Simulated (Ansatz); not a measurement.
# Phonon-limited transport in ScAl3 (Pm-3m)

Here is the system:

```yaml
crystal:
  lattice:
    - [4.07195, 0.00000, 0.00000]
    - [0.00000, 4.07195, 0.00000]
    - [0.00000, 0.00000, 4.07195]
  atoms:
    - { symbol: Sc, position: [0.00000, 0.00000, 0.00000] }
    - { symbol: Al, position: [0.50000, 0.00000, 0.50000] }
    - { symbol: Al, position: [0.00000, 0.50000, 0.50000] }
    - { symbol: Al, position: [0.50000, 0.50000, 0.00000] }
```

These are PBEsol, DFPT electron-phonon coupling, linearised Boltzmann equation (plane waves, PAW, scalar-relativistic; Ansatz, a quantum-chemistry and plane-wave program) values and carry that method's errors. Geometry: relaxed with this functional, without spin-orbit coupling.

```yaml
resistivity at 300 K: 6.4 μΩ·cm
resistivity at 77 K: 0.35 μΩ·cm
electron mean free path at 300 K (weighted by the current that each state carries): 22 nm
electron-phonon coupling λ: 0.196
transport coupling λ_tr: 0.20
logarithmic_mean_phonon_energy: 29 meV
density of states at the Fermi level: 0.62 states/(eV·spin·cell)
drude_plasma_energy: 5.8 eV
Hall coefficient at 300 K: -21 ×10⁻¹¹ m³/C
```

A metal at this level (no band gap). Only scattering by harmonic phonons is included (no impurities, grain boundaries, electron-electron scattering or thermal expansion). Spin-orbit coupling is left out. Halving the electron mesh (20x20x20) moves the resistivity by up to 8 % at 300 K, the mean free path by up to 5 %, the coupling by up to 4 %. Smearing 0.20 eV; phonons on a 4x4x4 q mesh, which this run doesn't test and which matters most at low temperature.

Computed structure, not matched to a measured one here, so possibly hypothetical: ScAl3 (Pm-3m).
